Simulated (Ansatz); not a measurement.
The reference is CaSe in the rock salt structure (space group Fm-3m, No. 225; a = 5.958 Å).

Calculations: PBE in Ansatz (plane waves to 420 eV, PAW, no spin-orbit coupling).

Before the change:

Pressure: 0.0 kbar
Electron mass: 1.4 mₑ along k, 0.29 mₑ across (at X)

Now apply this change: every lattice vector is stretched by 2.00 %; the atoms relax in the strained cell.

What does the calculation give for the mean gap deformation potential ΔEg/Δln V after the change?

The mean gap deformation potential ΔEg/Δln V is +2.0 eV.

Estimate the effect on the pressure.

The pressure goes from zero to -25.1 kbar.

Estimate the effect on the electron mass.

The electron mass changes from 1.4 mₑ along k, 0.29 mₑ across (at X) to 1.5 mₑ along k, 0.31 mₑ across (at X).

Masses are band curvatures over ±0.01 Å⁻¹ around the edge. Along k means along the line from Γ to the band edge. Whether these cells are dynamically stable was not tested.

Ansatz is a first-principles code.
